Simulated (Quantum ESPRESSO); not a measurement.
## Several settings converged on the (110) slab of TaN (cut from a parent of space group no. 187; 6 atoms in the cell)

```yaml
crystal:
  lattice:
    - [2.89885, 0.00000, 0.00000]
    - [0.00000, 5.10740, 0.00000]
    - [0.00000, 0.00000, 16.94869]
  atoms:
    - { symbol: Ta, position: [0.50000, 0.00000, 0.41301] }
    - { symbol: N, position: [0.00000, 0.66667, 0.41301] }
    - { symbol: Ta, position: [0.50000, 0.50000, 0.50000] }
    - { symbol: N, position: [0.00000, 0.16667, 0.50000] }
    - { symbol: Ta, position: [0.50000, 0.00000, 0.58699] }
    - { symbol: N, position: [0.00000, 0.66667, 0.58699] }
```

Base method: PBEsol, PseudoDojo standard norm-conserving (PBESOL) pseudopotentials (plane waves; Quantum ESPRESSO 7.5).

Base settings: ecutwfc = 85 Ry; occupations = smearing; smearing = fermi-dirac; degauss = 0.0073499 Ry; potentials = {Ta: Ta.upf, N: N.upf}; K_POINTS = automatic 5 3 1 0 0 0; conv_thr = 1e-11 Ry; mixing_beta = 0.3.

The count of work is k-points × plane waves × bands × iterations; it is no time. Core times come from one kind of shared machine, to one figure; runs under 30 s give none.

**The vacuum**

The mesh stays at the base's, so the ladder's end is converged at best in this setting alone.

Only quantities that move along the ladder and can be compared are tabulated.

```tsv
vacuum between outermost atoms (Å)	free energy less the last step's (meV/atom)	largest difference of a force vector from the last step's (eV/Å)
3.0	-383.81	1.339
5.0	-50.82	0.465
14.0	0.00	0.000
30.0	0.00	0.000
```

Smallest vacuum between outermost atoms (Å) that holds the forces within 0.01 eV/Å of the last step, with all finer ones: 14.0; the step before is off by 0.47 eV/Å.

Smallest vacuum between outermost atoms (Å) that holds the free energy within 1 meV/atom of the last step, with all finer ones: 14.0; the step before is off by 51 meV/atom.

**The k-point mesh**

Only quantities that move along the ladder and can be compared are tabulated.

| K_POINTS | free energy less the last step's (meV/atom) | largest difference of a force vector from the last step's (eV/Å) | count of work / last | core time / last (rough) |
|---|---|---|---|---|
| automatic 2 2 1 0 0 0 | -103.69 | 0.706 | 0.17 | 0.1 |
| automatic 4 2 1 0 0 0 | -2.80 | 0.321 | 0.26 | 0.3 |
| automatic 5 3 1 0 0 0 | 3.65 | 0.139 | 0.25 | 0.2 |
| automatic 11 7 1 0 0 0 | 0.00 | 0.000 | 1.0 | 1 |

Coarsest K_POINTS that holds the forces within 0.02 eV/Å: not settled: the last two steps still differ by 0.14 eV/Å, over half the tolerance, so the ladder does not show it.

Coarsest K_POINTS that holds the free energy within 5 meV/atom: not settled: the last two steps still differ by 3.6 meV/atom, over half the tolerance, so the ladder does not show it.

**The plane-wave cutoff**

The mesh stays at the base's, so the ladder's end is converged at best in this setting alone.

Only quantities that move along the ladder and can be compared are tabulated.

```tsv
ecutwfc	free energy less the last step's (meV/atom)	largest difference of a force vector from the last step's (eV/Å)	count of work / last	core time / last (rough)
42 Ry	530.12	0.014	0.18	0.1
59 Ry	38.57	0.004	0.30	0.2
85 Ry	0.48	0.000	0.52	0.4
128 Ry	0.00	0.000	1.0	1
```

Coarsest ecutwfc that holds the forces within 0.005 eV/Å of the last step, with all finer ones: 59 Ry, at 0.30 of the last step's count of work and about 0.2 of the last step's time; the step before is off by 0.014 eV/Å.

Coarsest ecutwfc that holds the free energy within 5 meV/atom of the last step, with all finer ones: 85 Ry, at about 0.4 of the last step's time; the step before is off by 39 meV/atom.

On the base run: the starting cell comes from a database of computed structures (which also holds hypothetical and non-ambient phases and stackings), without a prior relaxation at this level. The slab is cut from that crystal, and its faces are unrelaxed. Its lattice was rescaled by up to half a per cent. Spin polarisation is off. In the base run, forces exceed 1 eV/Å. Without a gap this mesh is coarse (it stands for a supercell whose shortest in-plane vector is 14 Å).
